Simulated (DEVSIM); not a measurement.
Structure: Pd/SiO2/p-Si capacitor, at 300 K.

```tsv
layer (left to right)	material	thickness (nm)	Na (cm⁻³)
1	SiO2	3.10	-
2	Si	15000	1.5e15
```

Metal gate on the left, work function 5.2 eV. Fixed charge at the semiconductor interface 2e11 cm⁻² (in units of +e); interface traps 1e10 cm⁻² eV⁻¹, uniform in energy, neutral level at 0.7 of the gap above the valence band.

The device is made up for the run: typed textbook-type constants, with dimensions and the other settings drawn at random. Values at 300 K.

```csv
parameter,SiO2,Si
gap (eV),9,1.124
affinity (eV),0.9,4.05
permittivity,3.9,11.7
Nc (cm⁻³),-,2.86e19
Nv (cm⁻³),-,3.1e19
```

DEVSIM, 1D Poisson equation in equilibrium, Boltzmann statistics, complete ionisation; no quantum confinement or tunnelling. Metal contacts follow the ideal Schottky-Mott rule: no Fermi-level pinning, no interface dipoles.

Question: Tabulate band edges, carrier densities and field at 0.7 V on the gate.

Answer: Energies count from the Fermi level of the right contact; mesh points crowd at the junctions.

| x (μm) | Ec (eV) | Ev (eV) | n (cm⁻³) | p (cm⁻³) | field (V/cm) |
|---|---|---|---|---|---|
| 0.000 | 3.600 | -5.400 | < 1e2 | < 1e2 | -52000 |
| 0.001099 | 3.594 | -5.406 | < 1e2 | < 1e2 | -52000 |
| 0.002376 | 3.588 | -5.412 | < 1e2 | < 1e2 | -52000 |
| 0.003461 | 0.434 | -0.690 | 1.4e12 | 8.1e7 | 14000 |
| 0.006757 | 0.439 | -0.685 | 1.2e12 | 9.6e7 | 14000 |
| 0.01357 | 0.448 | -0.676 | 8.4e11 | 1.4e8 | 14000 |
| 0.02908 | 0.469 | -0.655 | 3.8e11 | 3.1e8 | 13000 |
| 0.08786 | 0.542 | -0.582 | 2.2e10 | 5.2e9 | 12000 |
| 0.2094 | 0.668 | -0.456 | 1.7e8 | 6.8e11 | 9000 |
| 0.4859 | 0.829 | -0.295 | 340000 | 3.5e14 | 2900 |
| 1.170 | 0.867 | -0.257 | 78000 | 1.5e15 | ≈ 0 |
| 3.701 | 0.867 | -0.257 | 77000 | 1.5e15 | ≈ 0 |
| 8.454 | 0.867 | -0.257 | 77000 | 1.5e15 | ≈ 0 |
| 12.29 | 0.867 | -0.257 | 77000 | 1.5e15 | ≈ 0 |
| 14.15 | 0.867 | -0.257 | 77000 | 1.5e15 | ≈ 0 |
| 14.64 | 0.867 | -0.257 | 77000 | 1.5e15 | ≈ 0 |
| 14.85 | 0.867 | -0.257 | 77000 | 1.5e15 | ≈ 0 |
| 14.94 | 0.867 | -0.257 | 77000 | 1.5e15 | ≈ 0 |
| 14.98 | 0.867 | -0.257 | 77000 | 1.5e15 | ≈ 0 |
| 15.00 | 0.867 | -0.257 | 77000 | 1.5e15 | ≈ 0 |
| 15.00 | 0.867 | -0.257 | 77000 | 1.5e15 | ≈ 0 |
| 15.00 | 0.867 | -0.257 | 77000 | 1.5e15 | ≈ 0 |
